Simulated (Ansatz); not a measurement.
Start from LiNbO₃ (space group R3c, No. 161; a = 5.1898 Å, c = 14.0156 Å (hexagonal axes)).

Computed with PBE (Ansatz, a quantum-chemistry and plane-wave program; PAW; 420 eV plane waves; scalar-relativistic without spin-orbit coupling).

Base values:

Pressure: 0.00 GPa

Perturbation: the cell is scaled by 1.0308 in all directions, atoms relaxed at fixed cell.

Q: Estimate the effect on the largest internal atomic displacement.

A: The largest internal atomic displacement is 0.112 Å.

Q: How does this affect the pressure?

A: The pressure (mean of the normal stresses, compression positive) goes from zero to -6.56 GPa.

The cells carry an imposed strain or load. No phonon test of stability was made.
